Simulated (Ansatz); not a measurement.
**Effect of uniaxial strain ε_xx = +2.50 % on Ti**

The reference is Ti in the hcp (Mg type) structure (space group P6_3/mmc, No. 194; a = 2.936 Å, c = 4.640 Å; relaxed with 0.1 eV smearing). Axes: x lies along a and z along c of the hexagonal cell.

Modification: the cell is stretched by 2.50 % along x with no lateral relaxation; the atoms relax in the strained cell.

Computed with r2SCAN, PAW, 500 eV (Ansatz, a program for electronic structure; no SOC). Γ-centred 23×23×13 mesh, Fermi–Dirac width 0.1 eV.

Volume per atom: 17.76 Å³ (base 17.32 Å³)
Shortest interatomic distance: 2.879 Å (base 2.874 Å)
Energy relative to the base (free energy F): +5.7 meV/atom
Band gap: zero (base zero)
Largest internal atomic displacement: 0.024 Å
Stress (xx, yy, zz, yz, xz, xy; compression positive): (-4.1, -2.3, -1.9, 0.0, 0.0, 0.0) GPa

Stability against distortions was not tested. All final runs are without spin polarisation.
